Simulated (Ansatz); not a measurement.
Take WO3 (space group Cmcm, No. 63; a = 5.4539 Å, b = 5.4743 Å, c = 7.4603 Å; a cell from a computed database, its experimental status unchecked) as the base. Axes: x, y, z lie along a, b, c of the conventional cell.

Perturbation: the cell is stretched by 0.74 % along z with no lateral relaxation; the atoms relax in the strained cell.

Levels (all Ansatz, a first-principles code, PAW): PBEsol (420 eV, without spin-orbit coupling); PBEsol+SOC (420 eV, spin-orbit coupling included).

The geometry is relaxed with PBEsol.

| Property | Result |
|---|---|
| PBEsol pressure | -1.53 GPa |
| PBEsol electron mass | 0.50 mₑ along x, 0.61 mₑ along y, 0.20 mₑ along z (at Γ) |
| PBEsol lowest conduction level above the VBM at special points | Γ 1.26 eV; S 1.36 eV; Z 2.25 eV; R 3.17 eV |

Q: Predict the pressure, electron mass, hole mass and lowest conduction level above the VBM at special points from PBEsol+SOC.

A: The pressure falls by 0.289 GPa, from -1.53 GPa to -1.81 GPa; the electron mass becomes 0.51 mₑ along x, 0.57 mₑ along y, 0.20 mₑ along z (at Γ) (PBEsol: 0.50 mₑ along x, 0.61 mₑ along y, 0.20 mₑ along z (at Γ)); the hole mass is 1.7 mₑ along x, 2.1 mₑ along y, 1.4 mₑ along z (at Y); the lowest conduction level above the VBM at special points changes from Γ 1.26 eV; S 1.36 eV; Z 2.25 eV; R 3.17 eV to Γ 1.15 eV; S 1.34 eV; Z 2.21 eV; R 3.14 eV.

Single points use the geometry relaxed with PBEsol. The spin-orbit shifts are approximate. Spin-orbit coupling, missing from the scalar runs, can matter with W. The levels and masses belong to the bands next to the band gap. Effective masses come from finite differences of ±0.01 Å⁻¹. Stability against distortions was not tested.
